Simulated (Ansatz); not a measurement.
MoSi2 under a change: tensor shear ε_xz = +0.57 %

Start from MoSi2 (space group I4/mmm, No. 139; a = 3.190 Å, c = 7.822 Å; relaxed with 0.1 eV smearing). Axes: x, y, z lie along a, b, c of the conventional cell.

One thing is altered: a pure shear with ε_xz = ε_zx = 0.0057; the atoms relax in the strained cell.

Level of theory: Kohn–Sham DFT with the PBEsol functional, run in Ansatz (a first-principles code) with PAW and 420 eV plane waves, no spin-orbit coupling. Γ-centred 25×25×25 mesh, Fermi–Dirac width 0.1 eV.

The shortest interatomic distance stays 2.580 Å and the energy goes up by 1.1 meV/atom. The band gap is still zero and the stress (xx, yy, zz, yz, xz, xy; compression positive) amounts to (0.0, 0.0, 0.0, 0.0, -2.3, 0.0) GPa.

Final structure:

```yaml
crystal:
  lattice:
    - [-1.57274, 1.59504, 3.90191]
    - [1.61733, -1.59504, 3.92010]
    - [1.57274, 1.59504, -3.90191]
  atoms:
    - { symbol: Si, position: [0.66495, 0.66446, 0.99951] }
    - { symbol: Si, position: [0.33505, 0.33554, 0.00049] }
    - { symbol: Mo, position: [0.00000, 0.00000, 0.00000] }
```

Cost of the whole job for the changed cell (relaxation, final SCF and bands): very roughly 7 core-minutes.

Whether these cells are dynamically stable was not tested. The final runs are not spin-polarised.
